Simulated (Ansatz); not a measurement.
Band structure of a sheet of PtSe2 (3 atoms in the cell).

```yaml
crystal:
  lattice:
    - [3.61926, 0.00000, 0.00000]
    - [-1.80963, 3.13437, 0.00000]
    - [0.00000, 0.00000, 16.98204]
  atoms:
    - { symbol: Pt, position: [0.00000, 0.00000, 0.50000] }
    - { symbol: Se, position: [0.33333, 0.66667, 0.58780] }
    - { symbol: Se, position: [0.66667, 0.33333, 0.41220] }
```

Method: PBE (plane waves, PAW; Ansatz, a program for electronic structure).

Settings: kpoints.mp_grid.grid = 9 9 1; hamiltonian.xc = pbe; hamiltonian.pseudopotentials = {kind: paw} (the program's default PAW files); scf.occupations.method = gaussian; scf.occupations.width = 0.01 Ry; kpoints.band_path.path = [[0.0, 0.0, 0.0], [0.5, 0.0, 0.0], [0.33333333, 0.33333333, 0.0], [0.0, 0.0, 0.0]]; kpoints.band_path.npoints = 8.

The starting cell was generated: these elements placed on a structure prototype, without a prior relaxation; it need not be a known phase or ordering of this composition. Its lattice was rescaled in the plane by a random factor within 2.5 % of one. Spin-orbit coupling is off.

Problem. Predict the gap along the standard path and the places of the band edges.

Solution. The gap along the path is 0.83 eV, from a point between Γ and M to a point between K and Γ; the smallest direct gap on it is 1.12 eV.

Levels in eV from the top of the valence band on the path, bands 22 to 29:
```json
[
 {"point": "Γ", "22": "-1.98", "23": "-1.39", "24": "0.00", "25": "0.00", "26": "2.41", "27": "2.41", "28": "3.98", "29": "4.98"},
 {"point": "M", "22": "-2.21", "23": "-2.02", "24": "-1.81", "25": "-1.55", "26": "1.94", "27": "2.07", "28": "3.97", "29": "5.68"},
 {"point": "K", "22": "-2.82", "23": "-2.41", "24": "-1.16", "25": "-1.16", "26": "1.26", "27": "1.26", "28": "5.02", "29": "7.39"}
]
```

Keys are those of Ansatz 0.2.
